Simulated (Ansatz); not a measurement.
Cost and result by functional for the adsorption energy of Br on the 1x1 (110) surface of rutile TiO2 (cut with top plane O), one in a 2x1 cell, started at the site 'over O at depth 1.2 Å', in Ansatz (plane waves, PAW). Single points on the PBE structure, on one kind of machine; costs are rough ratios of the slab run's core time (references not counted) to the cheapest single point. r2SCAN's cost holds its higher cutoff (500 against 420 eV). Differences are taken against r2SCAN for comparison alone: no measured value is at hand, so the table doesn't rank accuracy. The points keep PBE's geometry, so the relaxation of a polaron and the settling of charge on one site are left out.

Host crystal: rutile TiO2, with a band gap (PBE, scalar-relativistic without spin-orbit coupling).

Model: 49-atom slab, 12.7 Å thick at the start under the adsorbate, 4x3x1 mesh, Fermi-Dirac 0.01 eV, dipole correction, 24 atoms held, the rest relaxed; held to the start's symmetry, so lower structures may exist; spin-polarised, ending with about 1.0 μB a cell; orders that need a larger cell were not tried, no spin-orbit, no U, no dispersion correction. At the end it is bonded to 2 Ti. In PBE it is, or lies within 0.03 eV of, the lowest of the starts that converged. These notes are the PBE run's. r2SCAN: The program's check for a lower electronic state was not made. Adsorption energies are against ½ Br2(g). A negative adsorption energy means that the adsorbate is more stable on the surface than in its reference.

```
functional                     relative cost  adsorption energy (eV)  less r2SCAN (eV)
-----------------------------  -------------  ----------------------  ----------------
RPBE                                       1                    1.13              0.37
r2SCAN                                     1                    0.76              0.00
PBE (the relaxed run's value)              –                    0.97              0.21
```

The values span 0.37 eV, while the single points' costs differ by a factor of roughly 1. Differences are of unrounded values.

Ansatz is a first-principles code.
